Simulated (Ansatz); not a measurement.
We consider rock-salt LaS, described by BLYP (PAW; Ansatz, a first-principles code).

Run with plane-wave cutoff 520 eV, 16×16×16 k mesh, Fermi–Dirac smearing 0.05 eV, scalar-relativistic PAW data made under PBE.

Cell (relaxed at this level):

```
CELL_PARAMETERS angstrom
      0.00000     2.99599     2.99599
      2.99599     0.00000     2.99599
      2.99599     2.99599     0.00000
ATOMIC_POSITIONS crystal
  La 0.00000 0.00000 0.00000
  S  0.50000 0.50000 0.50000
```

Problem. Give the computed bulk modulus and pressure derivative B′ of the bulk modulus.

Solution. 
- bulk modulus: 70.0 GPa
- pressure derivative B′ of the bulk modulus: 4.6

The run finds no gap.

Note: the relaxation could not lower the start's symmetry, so the cell can be a saddle point above a distorted one; the volume lies 8 % above that of the published cell.

Spin–orbit coupling is not included; it can open a gap where bands touch, and shift volumes and moduli.

The computed numbers hold no vibrational or temperature effects.

Computing time: around 100 core-seconds (rough).
